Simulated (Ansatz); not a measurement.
Base system: ZnGeP₂ in the chalcopyrite structure (space group I-42d, No. 122; a = 5.4243 Å, c = 10.7097 Å). Axes: x, y, z lie along a, b, c of the conventional cell.

Method: plane-wave PAW DFT at the PBEsol level (Ansatz, a first-principles code, 420 eV), spin-orbit coupling left out.

Base values:

| Item | Value |
|---|---|
| Smallest direct gap | 1.24 eV |
| Valence-band top at Γ | 0.00, -0.07, -0.07 eV |
| Shortest interatomic distance | 2.334 Å |
| Hole mass | 0.096 mₑ along c, 0.33 mₑ across (at Γ) |

It is then changed as follows: the cell is compressed by 0.75 % along z with no lateral relaxation; the atoms relax in the strained cell.

Task: Predict the new smallest direct gap, valence-band top at Γ, shortest interatomic distance, energy relative to the base and hole mass.

Result: The smallest direct gap shrinks by 0.076 eV to 1.17 eV; the valence-band top at Γ (three highest levels, from the VBM) changes from 0.00, -0.07, -0.07 eV to 0.00, -0.11, -0.11 eV; the shortest interatomic distance falls by 0.006 Å to 2.328 Å; the energy rises by 0.4 meV/atom; the hole mass becomes 0.099 mₑ along z, 0.32 mₑ across (at Γ) (base: 0.096 mₑ along c, 0.33 mₑ across (at Γ)).

Masses are band curvatures over ±0.01 Å⁻¹ around the edge. Stability against distortions was not tested.
